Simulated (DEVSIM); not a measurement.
System: abrupt Si n-p junction, at 300 K.

Layer 1 from the left is Si, thickness (μm) 3.00, Nd (cm⁻³) 1.2e15, τn (s) 1.1e-6, τp (s) 1.1e-6. Layer 2 from the left is Si, thickness (μm) 0.410, Na (cm⁻³) 9.1e17, τn (s) 1.1e-6, τp (s) 1.1e-6.

Left contact: ohmic. Right contact: ohmic. Voltage is applied to the left contact. Recombination: SRH at mid-gap. Mobility is constant in doping.

The device is made up for the run: typed textbook-type constants, with dimensions and the other settings drawn at random. Values at 300 K.

Si: gap (eV) 1.124, affinity (eV) 4.05, permittivity 11.7, Nc (cm⁻³) 2.86e19, Nv (cm⁻³) 3.1e19, μn (cm²/Vs) 1417, μp (cm²/Vs) 470.

Model (solved in DEVSIM): 1D drift-diffusion, Boltzmann statistics, complete ionisation; no tunnelling, impact ionisation, image-force lowering or self-heating.

Q: What does the simulation give for the dark forward voltage at 100 A/cm², the largest field in the device at zero bias?

A: dark forward voltage at 100 A/cm² 0.705 V; largest field in the device at zero bias 53000 V/cm.
